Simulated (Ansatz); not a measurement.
# HgS: energy against strain

HgS (zinc blende, F-43m, 24.540 Å³/atom at rest) under an equal strain ε in the (001) plane with the normal axis free, as in a coherent film. LDA in Ansatz, a plane-wave DFT program (PAW, default set), 420 eV, 10×10×10 Γ-centred mesh, Fermi-Dirac smearing 0.05 eV; ions are relaxed within the symmetry of each cell.

Here s stands for strain and y for E less E0.

```
strain (%)  E less E0 (meV/atom)
----------  --------------------
-3.00                          ?
-1.50                       1.51
-1.00                       0.67
-0.50                       0.16
0.00                        0.00
0.50                        0.16
1.00                        0.64
1.50                        1.44
```

Using a parabola, estimate the missing y at s = -3.00 from the other rows, showing the fit.

Least squares gives y = -0.002 - 0.0193·s + 0.6567·s². Residuals (row less fit): 0.005, -0.004, -0.012, 0.002, 0.007, 0.005, -0.007; standard error 0.009 (degrees of freedom: 4). Twice the quadratic coefficient over the volume, 2 × 0.6567 meV × 10⁴ × 0.1602 / 24.540 Å³, is twice the biaxial elastic modulus of this plane = 86 ± 0.5 GPa. At the withheld row, y = -0.002 - 0.0193 × (-3.0) + 0.6567 × (-3.0)² = 5.966 meV/atom. The calculation gives 6.24 meV/atom, 0.274 meV/atom above the prediction (4.4 % of the range of y in the table). The row lies outside the fitted rows, so this is an extrapolation. From the scatter of the fitted rows alone, a prediction at this place has a standard error of 0.034 meV/atom, so the miss is 8.1 times that.

One order more, fitted to all 13 runs of the series, follows each within 0.01, so the miss is the next term of a smooth law. This level leaves no gap over 0.05 eV at strain -3.00, -1.50, -1.00, -0.50, 0.00, 0.50, 1.00, 1.50, where the mesh may be coarse. HgS is here metacinnabar; cinnabar is the stable form. Rows are the converged runs of the series near zero and its far end; series whose fitted rows scatter by over a few per cent of the range, as at a crossing or softening among them, aren't shown in this form. Most that stay on the fit to the last digits aren't either.
